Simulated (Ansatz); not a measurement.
Abridged Ansatz (an electronic-structure program) output:

```
Pseudopotential: Ge, paw, valence charge 14
Pseudopotential: Mg, paw, valence charge 10
Crystal: 3 atoms, lattice volume = 67.604 Å³
Basis set: ecut = 420 eV, 1363 PW (Γ), exchange–correlation on 64×64×64 points (8 copies of the dense FFT grid, shifted against one another)
Bands: 21, of which v1, the nominal top of the filled ones, is band 17 counted from 1 (16 counted from 0)
Symmetry: 48 space group operations
k-points: 16 of 216
Functional: x = pbe(κ = 0.804, μ = 0.2195149727645171), c = pbe(β = 0.06672455060314922), warm-up for x = pbe(κ = 0.804, μ = 0.2195149727645171) + 0.25 (exact …
SCF iter   1: F=—  HF=-8143.390712 eV  |F-HF|=—  |Δ(HF+E_count)|=         —  Δρ=3.90e-3  dr2=2.83e-2  ethr=1.77e-3  ⟨swp⟩=8.4  Hψ=1407  notcnv=0
SCF iter   2: F=—  HF=-8143.383969 eV  |F-HF|=—  |Δ(HF+E_count)|=   6.74e-3  Δρ=1.18e-3  dr2=1.15e-3  ethr=3.34e-6  ⟨swp⟩=3.8  Hψ=1594  notcnv=0  defer=9
SCF 1 stopped early in 5 iterations: F = -8143.384058 eV  dr2 = 1.72e-7
Crystal: 3 atoms, lattice volume = 67.604 Å³
Functional: x = pbe(κ = 0.804, μ = 0.2195149727645171) + 0.25 (exact − pbe) at short range (hse, ω = 0.20786987370883472 Å⁻¹), c = pbe(β = 0.06672455060314922); HSE06 as pw.x's `hse` composes it (authors' and Libxc's form: `xc: wpbeh`)
SCF iter   1: F=—  HF=-8144.941197 eV  |F-HF|=—  |Δ(HF+E_count)|=         —  Δρ=7.71e-3  dr2=1.72e-2  ethr=5.05e-9  ⟨swp⟩=9.6  Hψ=1989  notcnv=0
SCF iter   2: F=—  HF=-8144.927844 eV  |F-HF|=—  |Δ(HF+E_count)|=   1.34e-2  Δρ=2.06e-3  dr2=1.77e-3  ethr=5.05e-9  ⟨swp⟩=6.0  Hψ=1470  notcnv=0
SCF 2 stopped early in 6 iterations: F = -8144.933782 eV  dr2 = 6.41e-6
Crystal: 3 atoms, lattice volume = 67.604 Å³
SCF iter   1: F=—  HF=-8144.933824 eV  |F-HF|=—  |Δ(HF+E_count)|=         —  Δρ=6.58e-5  dr2=2.58e-6  ethr=1.15e-6  ⟨swp⟩=2.4  Hψ=679  notcnv=0
SCF iter   2: F=—  HF=-8144.933823 eV  |F-HF|=—  |Δ(HF+E_count)|=   8.43e-7  Δρ=1.07e-5  dr2=1.14e-7  ethr=9.75e-11  ⟨swp⟩=3.1  Hψ=1628  notcnv=0  defer=6
SCF 3 converged in 3 iterations: F = -8144.933823 eV  dr2 = 2.70e-8
Free energy (F): -8144.933823 eV
Internal energy: -8144.933823 eV  (E = F + TS)
E sigma→0 (E₀):  -8144.933823 eV
Fermi energy:    6.561546 eV
```

**Question.** What was computed, and what are the main results?

**Answer.** Mg2Ge, 3 atoms in the cell, with HSE06/PAW in Ansatz, spin-orbit coupling left out. The last SCF converged to F = -8144.933823 eV, or -2714.9779 eV per atom. The total energy compares only with runs of the same code, potentials and settings.

Single points use the geometry relaxed with PBE. HSE06 was sampled on its mesh, a few special points and the semilocal edge points, so its gap is an upper bound. Load acts through the strain it causes; cell and atoms are relaxed under it. Stability against distortions was not tested. The cell was made from Mg2Ge in the anti-fluorite structure (space group Fm-3m, No. 225) by this change: pressure −1 GPa.
